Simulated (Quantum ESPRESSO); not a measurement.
σyy against uniaxial strain in fcc Au (space group 225): C12 (Quantum ESPRESSO, LDA)

```xyz
1
Lattice="0.0000 2.0226 2.0226 1.9923 0.0000 2.0226 1.9923 2.0226 0.0000" Properties=species:S:1:pos:R:3 pbc="T T T"
Au     0.0000     0.0000     0.0000
```

Level of theory: LDA (PZ), GBRV 1.5 ultrasoft (LDA) pseudopotentials (plane waves; Quantum ESPRESSO 7.5). Settings: ecutwfc = 52 Ry; ecutrho = 416 Ry; occupations = smearing; smearing = fd; degauss = 0.0036749 Ry; potentials = {Au: au_lda_v1.uspp.F.UPF}; K_POINTS = automatic 36 36 36 0 0 0; conv_thr = 1e-10 Ry; mixing_beta = 0.3. The cell above is the first row's. The rows stretch one cube axis (x) by the strain ε and hold the other two. Stress is positive in tension. In all rows the k mesh is held.

| ε (%) | σyy (GPa) |
|---|---|
| -1.5 | ? |
| -1.0 | -1.88 |
| -0.5 | -0.89 |
| 0.0 | 0.05 |
| 0.5 | 0.96 |
| 1.0 | 1.84 |
| 1.5 | 2.68 |
| 2.0 | 3.48 |

Taking a parabola for σyy over the 7 complete rows: Least squares gives σyy = 0.052 + 1.8583·ε - 0.0719·ε². Residuals (row less fit): -0.002, 0.005, -0.002, -0.003, 0.002, 0.002, -0.001; standard error 0.004 (degrees of freedom: 4). The slope at ε = 0, 1.8583 GPa per cent, gives C12 ≈ 100 × 1.8583 = 186 GPa, for the static lattice.

**Question.** What does the fit predict for σyy at ε = -1.5, and how far is the calculated value from it?

**Answer.** σyy = 0.052 + 1.8583 × (-1.5) - 0.0719 × (-1.5)² = -2.897 GPa. The calculation gives -2.91 GPa, 0.013 GPa below the prediction (0.2 % of the range of σyy in the table). The row lies outside the fitted rows, so this is an extrapolation. From the scatter of the fitted rows alone, a prediction at this place has a standard error of 0.007 GPa, so the miss is 1.9 times that.

Carrying the step between the two nearest rows on in a straight line would have given -2.87, off by 0.04; series whose last step already gives the withheld value aren't shown. The reference cell has the volume at which an earlier scan in this program and functional put its minimum by a fit. The unstrained cell stands at a pressure of -0.05 GPa, and the constants belong to that pressure. Spin-orbit coupling is off. Without a gap such slopes are sensitive to mesh and smearing. Cutoffs and mesh are single choices, not tested for convergence of this quantity. Series with a scatter that would blur these digits, or in which a gap closes, are not shown. Strain series were run only where this level's volume lies within 10 % of a first guess from the measured size.
